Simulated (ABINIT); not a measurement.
A self-consistent single point of InSb (F-43m, 2 atoms in the cell) with ABINIT

Method: PBE, PAW (JTH v2.0 PBE PAW) (plane waves; ABINIT 10.0.3).

Input as run:

```
# InSb, JTH v2.0 PBE PAW
pp_dirpath "./"
pseudos "In.GGA_PBE-JTH.xml, Sb.GGA_PBE-JTH.xml"
acell 3*1.0 Angstrom
rprim
         0.0000000000    3.2400000000    3.2400000000
         3.2400000000    0.0000000000    3.2400000000
         3.2400000000    3.2400000000    0.0000000000
natom 2
ntypat 2
znucl 49 51
typat 1 2
xcart
         0.0000000000    0.0000000000    0.0000000000
         3.0613563219    3.0613563219    3.0613563219
ecut 20
pawecutdg 40
occopt 3
tsmear 0.05 eV
nband 19
kptopt 1
ngkpt 6 6 6
nshiftk 1
shiftk 0 0 0
nstep 50
toldfe 1.0e-09
prtwf 0
prtden 0
enunit 2
```

The program printed (abridged):

```
 Symmetries : space group F-4 3 m (#216); Bravais cF (face-center cubic)

 -outvars: echo values of preprocessed input variables --------
            acell      1.8897261329E+00  1.8897261329E+00  1.8897261329E+00 Bohr
             ecut      2.00000000E+01 Hartree
           enunit           2
              ixc     -101130
         kptrlatt        6    0    0      0    6    0      0    0    6
          kptrlen      5.19529398E+01
            natom           2
            nband          19
            ngfft          36      36      36
          ngfftdg          50      50      50
             nkpt          16
            nstep          50
             nsym          24
           ntypat           2
           occopt           3
        pawecutdg      4.00000000E+01 Hartree
            rprim      0.0000000000E+00  3.2400000000E+00  3.2400000000E+00
                       3.2400000000E+00  0.0000000000E+00  3.2400000000E+00
                       3.2400000000E+00  3.2400000000E+00  0.0000000000E+00
          spgroup         216
           toldfe      1.00000000E-09 Hartree
           tsmear      1.83746627E-03 Hartree
            typat      1  2
           useylm           1
             xred      0.0000000000E+00  0.0000000000E+00  0.0000000000E+00
                       2.5000000000E-01  2.5000000000E-01  2.5000000000E-01
            znucl       49.00000   51.00000

== DATASET  1 ==================================================================

 Real(R)+Recip(G) space primitive vectors, cartesian coordinates (Bohr,Bohr^-1):
 R(1)=  0.0000000  6.1227127  6.1227127  G(1)= -0.0816631  0.0816631  0.0816631
 R(2)=  6.1227127  0.0000000  6.1227127  G(2)=  0.0816631 -0.0816631  0.0816631
 R(3)=  6.1227127  6.1227127  0.0000000  G(3)=  0.0816631  0.0816631 -0.0816631
 Unit cell volume ucvol=  4.5905173E+02 bohr^3
 Angles (23,13,12)=  6.00000000E+01  6.00000000E+01  6.00000000E+01 degrees

 Coarse grid specifications (used for wave-functions):

 getcut: wavevector=  0.0000  0.0000  0.0000  ngfft=  36  36  36
         ecut(hartree)=     20.000   => boxcut(ratio)=   2.06521

 Fine grid specifications (used for densities):

 getcut: wavevector=  0.0000  0.0000  0.0000  ngfft=  50  50  50
         ecut(hartree)=     40.000   => boxcut(ratio)=   2.02904

   1.43448344E+03                                ecore*ucvol(ha*bohr**3)

_setup2: Arith. and geom. avg. npw (full set) are    1961.338    1961.318

--- !BeginCycle
solver: {iscf: 17, nstep: 50, nline: 4, wfoptalg: 10, }
tolerances: {toldfe: 1.00E-09, }
...

     iter   Etot(hartree)      deltaE(h)  residm     nres2
 ETOT  1  -137.72143778260    -1.377E+02 3.444E+01 2.209E+01
 ETOT  2  -140.71501149419    -2.994E+00 1.201E-01 2.116E+01
 ETOT  3  -140.67949647260     3.552E-02 1.740E-02 5.815E+00
 ETOT  4  -140.66314227588     1.635E-02 5.982E-02 6.305E-01
 ETOT  5  -140.66034982376     2.792E-03 3.526E-03 3.141E-02
 ETOT  6  -140.66032361240     2.621E-05 1.855E-03 5.134E-03
   [... 2 lines left out ...]
 ETOT  9  -140.66038458826    -1.702E-07 2.471E-05 3.176E-06
 ETOT 10  -140.66038460224    -1.398E-08 1.624E-05 3.127E-07
 ETOT 11  -140.66038460457    -2.330E-09 3.470E-06 2.087E-08
 ETOT 12  -140.66038460478    -2.111E-10 2.212E-06 2.222E-09
 ETOT 13  -140.66038460489    -1.066E-10 4.755E-07 2.989E-10

 At SCF step   13, etot is converged :
  for the second time, diff in etot=  1.066E-10 < toldfe=  1.000E-09

 Cartesian components of stress tensor (hartree/bohr^3)
  sigma(1 1)= -9.38147270E-05  sigma(3 2)=  0.00000000E+00
  sigma(2 2)= -9.38147270E-05  sigma(3 1)=  0.00000000E+00
  sigma(3 3)= -9.38147270E-05  sigma(2 1)=  0.00000000E+00

 ----iterations are completed or convergence reached----

 reduced coordinates (array xred) for    2 atoms
       0.000000000000      0.000000000000      0.000000000000
       0.250000000000      0.250000000000      0.250000000000
 cartesian forces (eV/Angstrom) at end:
    1     -0.00000000000000     0.00000000000000     0.00000000000000
    2      0.00000000000000    -0.00000000000000    -0.00000000000000
 frms,max,avg= 4.8104040E-28 6.3602954E-28   0.000E+00  0.000E+00  0.000E+00 e/A
 length scales=  1.889726132886  1.889726132886  1.889726132886 bohr
              =  1.000000000000  1.000000000000  1.000000000000 angstroms
 Fermi (or HOMO) energy (hartree) =   0.15930   Average Vxc (hartree)=  -0.31396
 Eigenvalues (hartree) for nkpt=  16  k points:
 kpt#   1, nband= 19, wtk=  0.00463, kpt=  0.0000  0.0000  0.0000 (reduced coord)
  -0.89211   -0.89211   -0.89211   -0.89162   -0.89162   -0.37880   -0.37880   -0.37880
  -0.37576   -0.37576   -0.23618    0.15009    0.15798    0.15798    0.15798    0.26682
   0.26682    0.26682    0.36881
      occupation numbers for kpt#   1
   2.00000    2.00000    2.00000    2.00000    2.00000    2.00000    2.00000    2.00000
   2.00000    2.00000    2.00000    1.98680    1.34415    1.34415    1.34415    0.00000
   0.00000    0.00000    0.00000
 prteigrs : prtvol=0 or 1, do not print more k-points.

 Fermi (or HOMO) energy (eV) =   4.33475   Average Vxc (eV)=  -8.54327
 Eigenvalues (   eV  ) for nkpt=  16  k points:
 kpt#   1, nband= 19, wtk=  0.00463, kpt=  0.0000  0.0000  0.0000 (reduced coord)
 -24.27559  -24.27559  -24.27559  -24.26224  -24.26224  -10.30777  -10.30777  -10.30777
 -10.22504  -10.22504   -6.42674    4.08406    4.29888    4.29888    4.29888    7.26045
   7.26045    7.26045   10.03575
 prteigrs : prtvol=0 or 1, do not print more k-points.

--- !EnergyTerms
comment             : Components of total free energy in Hartree
kinetic             :  1.81264300670036E+01
hartree             :  5.13538204437872E+01
xc                  : -9.94912923300436E+00
Ewald energy        : -8.65298928571795E+01
psp_core            :  3.12488404003768E+00
local_psp           : -1.43772840293175E+02
spherical_terms     :  2.69863800807487E+01
internal            : -1.40660347751782E+02
'-kT*entropy'       : -3.44448444118382E-05
total_energy        : -1.40660382196627E+02
total_energy_eV     : -3.82756365384671E+03
...

-Cartesian components of stress tensor (GPa)         [Pressure=  2.7601E+00 GPa]
- sigma(1 1)= -2.76012410E+00  sigma(3 2)=  0.00000000E+00
- sigma(2 2)= -2.76012410E+00  sigma(3 1)=  0.00000000E+00
- sigma(3 3)= -2.76012410E+00  sigma(2 1)=  0.00000000E+00

 Calculation completed.
```

The run converged in 13 iterations.

The starting cell has typed, rounded lattice constants, without a prior relaxation at this level. The run gives no clean gap (levels at the Fermi energy touch, overlap or are partly filled at this smearing), which alone does not show that the compound is a metal.

These are the values that this program gave, and no reference: the one-centre exchange-correlation terms come from a truncated expansion.

Cost on one core of a shared machine: roughly 50 s.
